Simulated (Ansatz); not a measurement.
In a (6,6) BN nanotube, the lowest empty band has its minimum at Γ and lies 0.024 eV higher 0.0781 Å⁻¹ away along the axis.

Level of theory: PBE (plane waves to 420 eV, PAW; Ansatz, an electronic-structure program). Mesh 1×1×12. No spin polarisation. One-dimensional cell, images about 11 Å apart. An idealised model, rolled from the flat sheet. It keeps the symmetry and period of its start, so it need not be a minimum against all distortions.

Estimate the electron mass along the axis.

For a parabola ΔE = ħ²Δk²/2m, and ħ²/2mₑ = 3.810 eV Å². So m/mₑ = 3.810 × 0.0781²/0.024 = 0.97. The curvature over a step a third as long gives 0.95; the band is close to a parabola here.
